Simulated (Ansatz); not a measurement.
HfW$_{2}$ (Fd-3m), PBEsol, DFPT electron-phonon coupling, linearised Boltzmann equation (Ansatz, a program for electronic structure): phonon-limited resistivity 11.0 μΩ·cm at 300 K, 15.0 μΩ·cm at 400 K, current-weighted mean free path 15.3 nm, Drude plasma energy 4.74 eV.

**Question.** What temperature coefficient of resistance follows, and how does it compare with 1/T?

**Answer.** (ρ₄₀₀ − ρ₃₀₀)/(100 K × ρ₃₀₀) = 3.64×10⁻³ K⁻¹, against 1/T = 3.33×10⁻³ K⁻¹ for a resistivity proportional to T. It lies higher because phonons are still being populated at 300 K; impurities would add a constant and lower it.

**Question.** Estimate the electronic thermal conductivity at 300 K by the Wiedemann-Franz law (L₀ = 2.44×10⁻⁸ W·Ω/K²).

**Answer.** L₀T/ρ = 2.44×10⁻⁸ × 300/(11.0×10⁻⁸) = 66.5 W/(m·K). Inelastic scattering puts the true Lorenz number somewhat under L₀ near and below the Debye temperature.

**Question.** What Drude relaxation time do resistivity and plasma energy imply?

**Answer.** ω_p = 7.20e15 s⁻¹, so τ = 1/(ε₀ ω_p² ρ) = 19.8 fs, a damping ħ/τ of 33.2 meV.

A metal at this level (no band gap). Only scattering by harmonic phonons is included (no impurities, grain boundaries, electron-electron scattering or thermal expansion). Spin-orbit coupling is left out, which matters with elements this heavy. Halving the electron mesh (20x20x20) moves the resistivity by up to 1 % at 300 K, the mean free path by up to 5 %. Smearing 0.20 eV; phonons on a 3x3x3 q mesh, which this run doesn't test.

Formula and space group known from diffraction (Crystallography Open Database), not checked to be the room-temperature form: HfW2 (Fd-3m).
